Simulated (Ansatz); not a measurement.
Cost and result by functional for the adsorption energy of Cl on the 1x1 (100) surface of fcc Cu, one in a 2x2 cell, started at the site 'hollow Cu-Cu-Cu-Cu over Cu at depth 1.8 Å', in Ansatz (plane waves, PAW). Single points on the PBE structure, on one kind of machine; costs are rough ratios of the slab run's core time (references not counted) to the cheapest single point. r2SCAN's cost holds its higher cutoff (500 against 420 eV). Differences are taken against r2SCAN for comparison alone: no measured value is at hand, so the table doesn't rank accuracy.

Slab: 17 atoms, 5.3 Å thick at the start under the adsorbate (thin: gaps and levels are the slab's own); k 6x6x1, smearing 0.1 eV, dipole-corrected; 8 atoms held, the rest relaxed; start symmetry kept, larger cells not searched; no spin, no spin-orbit, no U, no dispersion correction. At the end it is bonded to 4 Cu. In PBE it is, or lies within 0.03 eV of, the lowest of the starts that converged. These notes are the PBE run's. Adsorption energies are against ½ Cl2(g). A negative adsorption energy means that the adsorbate is more stable on the surface than in its reference.

```csv
functional,relative cost,adsorption energy (eV),less r2SCAN (eV)
RPBE,1,-1.73,0.65
r2SCAN,2,-2.38,0.00
PBE (the relaxed run's value),–,-1.96,0.42
```

The values span 0.65 eV, while the single points' costs differ by a factor of roughly 2. Differences are of unrounded values.

Ansatz is a quantum-chemistry and plane-wave program.
